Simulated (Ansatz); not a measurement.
**A series of runs on TlSbWO₆ (Ima2, 18 atoms in the cell)**

```xyz
18
Lattice="-3.6089 5.1650 3.6612 3.6089 -5.1650 3.6612 3.6089 5.1650 -3.6612" Properties=species:S:1:pos:R:3 pbc="T T T"
Tl     1.8045    -1.5717     3.2470
Tl     1.8045     6.7366    -0.4142
Sb     0.0000     0.0000     7.3154
Sb     0.0000     5.1650     3.6542
W      1.8045     2.6017     1.8060
W      1.8045     2.5633     5.4672
O      1.8045     3.1825    -0.0034
O      1.8045     1.9824     3.6578
O     -1.8045     4.3889     3.6809
O      5.4134     0.7761     0.0197
O     -0.4392     6.4880     2.2586
O      0.4392     3.8419     2.2586
O      0.4392     1.3231     5.9198
O      3.1697     3.8419     2.2586
O      0.4414     1.3110     1.4123
O      3.1675     3.8540    -2.2489
O      3.1675     1.3110     1.4123
O      4.0504    -1.3110     1.4123
```

Base run A: PBEsol, default PAW files made with PBE in Ansatz (a first-principles code), self-consistent single point.

Its settings: basis.ecutwfc = 420 eV; kpoints.mp_grid.grid = 3 3 3; hamiltonian.xc = pbesol; hamiltonian.pseudopotentials = {kind: paw} (the program's default PAW files); scf.occupations.method = gaussian; scf.occupations.width = 0.05 eV.

The starting cell comes from a database of computed structures (which also holds hypothetical and non-ambient phases and stackings), without a prior relaxation at this level. Its lattice was rescaled by a random factor within 2.5 % of one. Spin-orbit coupling is off. Ansatz's pressure includes its estimate of the finite-basis (Pulay) stress.

ΔF is the free energy per atom less that of run A. 

Runs:
- B: scf.algorithm: default → direct_min
- C: scf.eigensolver.kind: default (the program chose band_cg) → davidson
- D: basis.precision: default → f64
- E: scf.self_checks: default → high

```json
[
 {"run": "A", "ΔF (meV/atom)": "0.00", "pressure (GPa)": "-0.82", "largest force (eV/Å)": "0.362", "gap on the mesh (eV)": "2.805", "iterations": "10"},
 {"run": "B", "ΔF (meV/atom)": "0.00", "pressure (GPa)": "-0.82", "largest force (eV/Å)": "0.362", "gap on the mesh (eV)": "2.805", "iterations": "7"},
 {"run": "C", "ΔF (meV/atom)": "0.00", "pressure (GPa)": "-0.82", "largest force (eV/Å)": "0.362", "gap on the mesh (eV)": "2.805", "iterations": "10"},
 {"run": "D", "ΔF (meV/atom)": "0.00", "pressure (GPa)": "-0.82", "largest force (eV/Å)": "0.362", "gap on the mesh (eV)": "2.805", "iterations": "10"},
 {"run": "E", "ΔF (meV/atom)": "0.00", "pressure (GPa)": "-0.82", "largest force (eV/Å)": "0.362", "gap on the mesh (eV)": "2.805", "iterations": "10"}
]
```

Runs B, C, D, E ended on the same solution as A (within 1 meV/atom). The fewest iterations to that state were 7 (B); the most were 10.

Keys are those of Ansatz 0.2.
